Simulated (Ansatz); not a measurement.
Data:

```
Ba2ZrTiO6
1.0
    0.00000     4.09530     4.09530
    4.09530     0.00000     4.09530
    4.09530     4.09530     0.00000
Ba Ti Zr O
2 1 1 6
Direct
  0.75000   0.75000   0.75000
  0.25000   0.25000   0.25000
  0.00000   0.00000   0.00000
  0.50000   0.50000   0.50000
  0.24269   0.75731   0.75731
  0.75731   0.24269   0.24269
  0.75731   0.75731   0.24269
  0.24269   0.24269   0.75731
  0.75731   0.24269   0.75731
  0.24269   0.75731   0.24269
```

No spin polarisation.

Calculations: r2SCAN (Ansatz, an electronic-structure program; PAW; 500 eV plane waves; scalar-relativistic without spin-orbit coupling). k-mesh 7×7×7 (Γ-centred); smearing 0.05 eV (Fermi–Dirac).

Question: What band gap does the calculation give?

Answer: 2.81 eV.

Question: Estimate the gap character (in this cell's own zone, which can be folded).

Answer: Direct at Γ.

These are small ordered cells, not random alloys; other orderings at the same x differ. No phonon test of stability was made. All final runs are without spin polarisation. The cell was made from BaTiO3 by this change: x(Zr) = 0.5, 10 atoms, Fm-3m. Many cubic perovskites are stable only at high temperature; tilts and polar distortions were not tested.
